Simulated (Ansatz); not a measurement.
**CO on the 1x1 (110) surface of 3C silicon carbide (cut with top plane C + Si), one in a 2x2 cell, started at the site 'top Si'**

Host crystal: 3C silicon carbide, with a band gap (PBE, scalar-relativistic without spin-orbit coupling).

All values below come from r2SCAN, at the PBE geometry (plane waves to 500 eV, PAW; Ansatz, a program for electronic structure).

Model: 50-atom slab, 7.7 Å thick at the start under the adsorbate (thin: gaps and levels are the slab's own), 3x3x1 mesh, Fermi-Dirac 0.01 eV, dipole correction, single point; on the structure that PBE left under its start's symmetry; no spin, no spin-orbit, no U, no dispersion correction. At the end it is bonded to Si. In PBE it is, or lies within 0.03 eV of, the lowest of the starts that converged; the order may differ at this level.

```yaml
adsorption energy against CO(g) at the same level: -0.86 eV
change_of_the_step_from_the_bottom_to_the_top_vacuum_level_against_the_clean_slab: -0.44 eV
height of the binding atom over the mean of the host atoms within 0.3 Å of the top one: 1.568 Å
nearest_host_atoms_of_the_binding_atom: Si at 2.02 Å, C at 3.00 Å, C at 3.00 Å
note: in the relaxation the adsorbate left its starting site by 1.4 Å
cost: roughly 3 core-minutes
```

A negative adsorption energy means that the adsorbate is more stable on the surface than in its reference.
